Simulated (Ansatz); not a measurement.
An Ansatz (a program for electronic structure) run: TiTe2 with a change (uniaxial strain ε_zz = +4.03 %); plane-wave PAW DFT at the PBEsol-D3(BJ) level (Ansatz, 420 eV), spin-orbit coupling left out.

Input:

Ansatz 0.2 input:
```yaml
crystal:
  lattice:
    - [3.6177530253, 0, 0]
    - [-1.8088765127, 3.1330660245, 0]
    - [0, 0, 6.4756913399]
  atoms:
    - { symbol: Ti, position: [0, 0, 0] }
    - { symbol: Te, position: [0.3333333333, 0.6666666667, 0.2778856316] }
    - { symbol: Te, position: [0.6666666667, 0.3333333333, 0.7221143684] }
basis: { ecutwfc: 420, ecutrho_ratio: 4, xc_grid: 2, fft_grid_basis: typed }
kpoints: { mp_grid: { grid: [15, 15, 8] } }
hamiltonian:
  xc: pbesol
  dispersion: d3bj
  pseudopotentials: { kind: paw }
scf: { occupations: { method: fermi_dirac, width: 0.05 }, convergence: { dr2_threshold: 0.0000000003 } }
relax: { f_tol: 0.005, max_steps: 50 }
output: { forces: true, stress: true }
checkpoint: { write: state.ck, write_every: 1000 }
```

Output (explanatory and most iteration lines left out):

```
Relaxation: its limit of steps is 50 (relax.max_steps)
Pseudopotential: Ti, paw, valence charge 12
Pseudopotential: Te, paw, valence charge 16
Crystal: 3 atoms, lattice volume = 73.400 Å³
Basis set: ecut = 420 eV, 1413 PW (Γ), exchange–correlation on 50×50×90 points (8 copies of the dense FFT grid, shifted against one another)
Bands: 27, of which v1, the nominal top of the filled ones, is band 22 counted from 1 (21 counted from 0)
Symmetry: 12 space group operations
Space group: P-3m1 (ITA 164), of the structure as read, at distance tolerance 4.2e-5 Å
k-points: 192 of 1800
Functional: x = pbesol(κ = 0.804, μ = 0.12345679012345678), c = pbesol(β = 0.046)
SCF iter   1: F=—  HF=-16280.590573 eV  |F-HF|=—  |Δ(HF+E_count)|=         —  Δρ=6.95e-3  dr2=6.00e-2  ethr=1.77e-3  ⟨swp⟩=6.1  Hψ=23227  notcnv=0
SCF iter   2: F=—  HF=-16280.584084 eV  |F-HF|=—  |Δ(HF+E_count)|=   6.49e-3  Δρ=3.57e-3  dr2=1.73e-2  ethr=1.36e-4  ⟨swp⟩=2.0  Hψ=7590  notcnv=0
SCF 1 converged in 10 iterations: F = -16280.582137 eV  dr2 = 9.46e-12
relax step   1: F+E_penalty+E_count = -16280.58213679 eV  Δ(F+E_penalty+E_count) = +0.000e0 eV  max|allowed force component| = 4.751e-1 eV/Å  Δτ_max = 0.0000 Å  (10 SCF iters, accepted)
Crystal: 3 atoms, lattice volume = 73.400 Å³
SCF iter   1: F=—  HF=-16280.536609 eV  |F-HF|=—  |Δ(HF+E_count)|=         —  Δρ=7.38e-3  dr2=5.19e-2  ethr=1.11e-4  ⟨swp⟩=1.6  Hψ=23030  notcnv=0
SCF iter   2: F=—  HF=-16280.534456 eV  |F-HF|=—  |Δ(HF+E_count)|=   2.15e-3  Δρ=5.41e-3  dr2=2.51e-2  ethr=1.11e-4  ⟨swp⟩=2.3  Hψ=10307  notcnv=0
SCF 2 converged in 10 iterations: F = -16280.528241 eV  dr2 = 3.23e-11
relax step   2: F+E_penalty+E_count = -16280.52824071 eV  Δ(F+E_penalty+E_count) = +5.390e-2 eV  max|allowed force component| = 9.206e-1 eV/Å  Δτ_max = 0.1290 Å  (10 SCF iters, rejected (line search))
Crystal: 3 atoms, lattice volume = 73.400 Å³
SCF iter   1: F=—  HF=-16280.608032 eV  |F-HF|=—  |Δ(HF+E_count)|=         —  Δρ=5.27e-3  dr2=2.88e-2  ethr=5.25e-4  ⟨swp⟩=4.4  Hψ=14302  notcnv=0
SCF iter   2: F=—  HF=-16280.605265 eV  |F-HF|=—  |Δ(HF+E_count)|=   2.77e-3  Δρ=2.94e-3  dr2=9.32e-3  ethr=6.54e-5  ⟨swp⟩=2.0  Hψ=7380  notcnv=0
SCF 3 converged in 10 iterations: F = -16280.603900 eV  dr2 = 2.36e-11
relax step   3: F+E_penalty+E_count = -16280.60390037 eV  Δ(F+E_penalty+E_count) = -2.176e-2 eV  max|allowed force component| = 2.872e-2 eV/Å  Δτ_max = 0.0429 Å  (10 SCF iters, accepted)
Crystal: 3 atoms, lattice volume = 73.400 Å³
SCF iter   1: F=—  HF=-16280.603998 eV  |F-HF|=—  |Δ(HF+E_count)|=         —  Δρ=1.57e-4  dr2=2.23e-5  ethr=6.92e-7  ⟨swp⟩=2.0  Hψ=10565  notcnv=0
SCF iter   2: F=—  HF=-16280.603978 eV  |F-HF|=—  |Δ(HF+E_count)|=   1.95e-5  Δρ=9.08e-5  dr2=8.58e-6  ethr=5.06e-8  ⟨swp⟩=1.0  Hψ=6720  notcnv=0
SCF 4 converged in 6 iterations: F = -16280.603978 eV  dr2 = 1.66e-10
relax step   4: F+E_penalty+E_count = -16280.60397795 eV  Δ(F+E_penalty+E_count) = -7.758e-5 eV  max|allowed force component| = 1.003e-3 eV/Å  Δτ_max = 0.0028 Å  (6 SCF iters, accepted)
SCF converged after 6 iterations
Free energy (F): -16280.603978 eV
Internal energy: -16280.591966 eV  (E = F + TS)
E sigma→0 (E₀):  -16280.597972 eV
Entropy (-TS):   -0.012012 eV (-4.004 meV/atom)
Fermi energy:    11.612783 eV
  E_disp       = -1.542170  (pairwise vdW)
--- Forces (eV/Å), atoms counted from 1 ---
  atom   1  Ti     0.00000000     0.00000000     0.00000000
  atom   2  Te    -0.00000000    -0.00000000     0.00100310
  atom   3  Te     0.00000000     0.00000000    -0.00100310
--- Stress (GPa, compression-positive) ---
       -1.001173      -0.000000      -0.000000
        0.000000      -1.001173      -0.000000
       -0.000000      -0.000000      -2.851357
  P = ⅓ Tr σ = -1.6179 GPa (-16.179 kbar)
--- Relaxed structure (4 steps of the walk, 3 accepted, 0 SCFs on fresh bases) ---
  atoms:
    - { symbol: Ti, position: [-1.1446202130316325e-35, -3.841943341845211e-35, 0.0] }
    - { symbol: Te, position: [0.3333333333333333, 0.6666666666666665, 0.27082256842741] }
    - { symbol: Te, position: [0.6666666666666666, 0.33333333333333326, 0.7291774315725897] }
```

Without a gap, meshes like the base's 15×15×8 leave anisotropic stresses uncertain by several tenths of a GPa, and small strain energies with them. No phonon test of stability was made. All final runs are without spin polarisation. The cell was made from TiTe$_{2}$ in the CdI2 type structure (space group P-3m1, No. 164; layered, stacked along the Cartesian z axis) by this change: uniaxial strain ε_zz = +4.03 %.
